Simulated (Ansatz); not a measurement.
## Band gap of SnWO4 (Pnna, No. 52) at several levels of theory

No measured value is used here.

| level (code) | value (eV) |
|---|---|
| LDA (Ansatz) | 1.35 |
| PBEsol (Ansatz) | 1.35 |
| r²SCAN (Ansatz) | 1.51 |

Computed values are for a static lattice. Spin–orbit coupling is included only where a level's name says +SOC; with heavier elements it mostly lowers gaps and can invert bands.  Values are at a fixed cell, not relaxed at this level and not confirmed as the measured one. Cutoffs differ between the levels. Ansatz's density-functional and Hartree–Fock values are scalar-relativistic unless marked +SOC, with PAW data made under PBE.

Ansatz is a quantum-chemistry and plane-wave program.
